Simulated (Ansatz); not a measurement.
Take Ho in the hcp (Mg type) structure (space group P6_3/mmc, No. 194; a = 3.555 Å, c = 5.717 Å; ferromagnetic) as the base.

The values are results of PBEsol (Ansatz, a first-principles code; PAW; 420 eV plane waves; spin-orbit coupling left out), not measurements.

Base values:

| Item | Result |
|---|---|
| Lattice parameter a | 355.5 pm |

Modification: La takes the place of Ho on all its sites; the structure is relaxed again.

Tabulated Pauling electronegativity and covalent radius: Ho 1.23, 1.92 Å; La 1.10, 2.07 Å.

Q: How does this affect the lattice parameter a?

A: The lattice parameter a goes up by 8.6 pm (355.5 pm → 364.1 pm).

Other magnetic orders, which the real material may have, were not ruled out. Open 4f shells without U are poorly described, and the f state was not checked. Stability against distortions was not tested.
